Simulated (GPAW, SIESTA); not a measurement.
A GPAW input for a self-consistent single point of NbVCr (P1, 6 atoms in the cell) (DFT PBEsol, plane waves, GPAW PAW datasets PBEsol (made by gpaw-setup)):

```python
from ase import Atoms
from ase.units import GPa
from gpaw import GPAW

atoms = Atoms(['Nb', 'Nb', 'V', 'V', 'Cr', 'Cr'],
              cell=[[-2.462415, 2.520265, 3.507405],
                    [2.462415, -2.520265, 3.507405],
                    [2.462415, 2.520265, -3.507405]],
              scaled_positions=[[0.129555, 0.373305, 0.745892],
                                [0.870467, 0.614634, 0.236382],
                                [0.482676, 0.016494, 0.502479],
                                [0.006602, 0.001385, 0.002076],
                                [0.520164, -0.005921, 0.011848],
                                [0.490536, 0.500104, 0.501323]],
              pbc=True)

calc = GPAW(mode={'name': 'pw', 'ecut': 800},
            xc='PBEsol',
            kpts=(5, 5, 5),
            occupations={'name': 'fermi-dirac', 'width': 0.1},
            nbands=-10,
            convergence={'density': 1e-05},
            symmetry={'symmorphic': False, 'tolerance': 0.0005},
            maxiter=120,
            txt='-')

atoms.calc = calc

energy = atoms.get_potential_energy()
print('Energy (eV):', round(energy, 6))
forces = atoms.get_forces()
print('Forces (eV/Ang):')
print(forces.round(5))
stress = atoms.get_stress()
print('Stress (GPa, Voigt):', (stress / GPa).round(4))
```

Translate this input to SIESTA.

This is the input that was run; spellings and numerical settings could be chosen otherwise.

```
# files in the folder: Nb.psml V.psml Cr.psml (PseudoDojo PBEsol standard)
SystemName  NbVCr
SystemLabel nbvcr

NumberOfAtoms                6
NumberOfSpecies              3
%block ChemicalSpeciesLabel
  1 41 Nb
  2 23 V
  3 24 Cr
%endblock ChemicalSpeciesLabel
LatticeConstant              1.0 Bohr
%block LatticeVectors
    -4.653289955    4.762610611    6.628034858
     4.653289955   -4.762610611    6.628034858
     4.653289955    4.762610611   -6.628034858
%endblock LatticeVectors
AtomicCoordinatesFormat      Ang
%block AtomicCoordinatesAndAtomicSpecies
     2.436909305    1.265530908   -0.852411652  1
    -0.047896434    1.240512237    4.379763264  1
     0.089378277    2.441282415   -0.011606003  2
    -0.007734446    0.018380293    0.020732271  2
    -1.266264902    1.355733712    1.762102735  3
     1.258025662    1.239352915    1.716232892  3
%endblock AtomicCoordinatesAndAtomicSpecies

XC.functional                GGA
XC.authors                   PBEsol
PAO.BasisSize                DZP
PAO.EnergyShift              0.005 Ry
MeshCutoff                   400 Ry
%block kgrid.MonkhorstPack
    5   0   0  0.0
    0   5   0  0.0
    0   0   5  0.0
%endblock kgrid.MonkhorstPack
OccupationFunction           FD
ElectronicTemperature        1160.45 K

MaxSCFIterations             150
SCF.Mixer.Method             Pulay
SCF.Mixer.Weight             0.25
SCF.Mixer.History            8
SCF.DM.Tolerance             1.0E-05
Diag.ParallelOverK           true
WriteForces                  true
```

Basis, cutoffs, solver keys and any potentials are the target program's own. This input uses DFT, GGA PBEsol, numerical atomic orbitals DZP, PseudoDojo PBEsol standard norm-conserving potentials (rewritten from UPF to PSML).

The starting cell comes from a database of computed structures (which also holds hypothetical and non-ambient phases and stackings), without a prior relaxation at this level. For this run, on top of that: atoms moved at random.
